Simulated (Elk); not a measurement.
Band structure of TbAs3 (Pm-3m, 4 atoms in the cell).

```
TbAs3
1.0
    4.37737     0.00000     0.00000
    0.00000     4.37737     0.00000
    0.00000     0.00000     4.37737
Tb As
1 3
Direct
  0.00000   0.00000   0.00000
  0.00000   0.50000   0.50000
  0.50000   0.00000   0.50000
  0.50000   0.50000   0.00000
```
Moments meant for the start (each program seeds them in its own way; μB, in the order of the atoms Tb As As As): 6.0 0.0 0.0 0.0.

Method of the run: LDA (PW92), all-electron FP-LAPW, Elk's shipped species files, APW+lo basis with extra local orbitals (Elk 10.2.4).

Settings: xctype = 3; spinpol = true; rgkmax = 8; stype = 3; swidth = 0.00367493 Ha; ngridk = 5 5 5; reducebf = 0.5; gmaxvr = 16 1/bohr; nxlo = 2; lorbcnd = true; lmaxi = 2; nempty = 10 per atom; bfcmt = [[0.0, 0.0, -1.5], [0.0, 0.0, 0.0], [0.0, 0.0, 0.0], [0.0, 0.0, 0.0]].

The starting cell comes from a database of computed structures (which also holds hypothetical and non-ambient phases and stackings), without a prior relaxation at this level. Spin-orbit coupling is off. With one magnetic atom in the cell only a parallel order is possible. With U or open f shells several self-consistent states can exist. The f electrons are in the valence without U or exact exchange, which can misplace them near the Fermi level. Spin-orbit terms, which matter for f shells, are left out. Values depend on the basis (sphere radii, cutoffs, local orbitals), which need not be converged.

Levels in eV from the Fermi level, bands 32 to 39 of the first spin channel:
| point | 32 | 33 | 34 | 35 | 36 | 37 | 38 | 39 |
|---|---|---|---|---|---|---|---|---|
| Γ | -3.60 | 0.34 | 0.34 | 0.34 | 1.41 | 1.41 | 1.66 | 1.72 |
| X | -2.90 | -1.97 | -1.32 | -1.31 | -0.68 | 1.51 | 1.51 | 2.08 |
| M | -2.58 | -2.58 | -1.39 | -1.02 | -1.02 | 1.73 | 2.53 | 3.30 |
| R | -3.86 | -3.83 | 1.46 | 3.38 | 3.38 | 3.38 | 3.44 | 3.45 |

Bands cross the Fermi level along this path, so the cell is metallic at this level.

The net moment of the cell came out as 5.66 μB.
